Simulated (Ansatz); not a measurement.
# AlN: response to strain

Start from AlN in the wurtzite structure (space group P6_3mc, No. 186; a = 3.107 Å, c = 4.978 Å). Axes: x lies along a and z along c of the hexagonal cell.

Strains are applied to the cell and any free atomic positions relax; under biaxial strain the out-of-plane vector relaxes too.

The values are results of r2SCAN (Ansatz, a program for electronic structure), spin-orbit coupling left out, not measurements.

Notes on the quantities. energy relative to the base: free energy F; pressure: mean of the normal stresses, compression positive.

| case | volume per atom | energy relative to the base | electron mass | pressure | gap character |
|---|---|---|---|---|---|
| base | 10.40 Å³ | 0 meV/atom | – | 0.01 GPa | direct at Γ |
| biaxial strain −0.89 %, plane normal [001], relaxed out of plane | 10.27 Å³ | – | 0.29 mₑ out of plane, 0.32 mₑ in plane (at Γ) | 3.01 GPa | direct at Γ |
| biaxial strain +0.63 %, plane normal [001], relaxed out of plane | 10.50 Å³ | – | 0.30 mₑ (at Γ) | -2.00 GPa | direct at Γ |
| isotropic strain −4.41 % | 9.09 Å³ | +136 meV/atom | 0.37 mₑ along c, 0.61 mₑ across (at K) | 36.91 GPa | indirect, Γ → K |
| isotropic strain −1.98 % | 9.80 Å³ | +26 meV/atom | 0.33 mₑ (at Γ) | 14.20 GPa | direct at Γ |
| isotropic strain +0.32 % | 10.50 Å³ | +0.6 meV/atom | – | -1.98 GPa | direct at Γ |
| uniaxial strain ε_xx = −2.75 % | 10.12 Å³ | +10 meV/atom | 0.30 mₑ along z, 0.32 mₑ across (at Γ) | 6.35 GPa | direct at Γ |
| uniaxial strain ε_zz = −4.66 % | 9.92 Å³ | +27 meV/atom | 0.34 mₑ along z, 0.32 mₑ across (at Γ) | 9.97 GPa | direct at Γ |
| uniaxial strain ε_zz = −1.63 % | 10.23 Å³ | +3.3 meV/atom | 0.31 mₑ (at Γ) | 3.33 GPa | direct at Γ |
| tensor shear ε_yz = −1.36 % | 10.40 Å³ | +3.0 meV/atom | – | 0.02 GPa | direct at Γ |

Effective masses come from finite differences of ±0.01 Å⁻¹. Whether these cells are dynamically stable was not tested. Labels are those of the standard path for the cell's own space group.
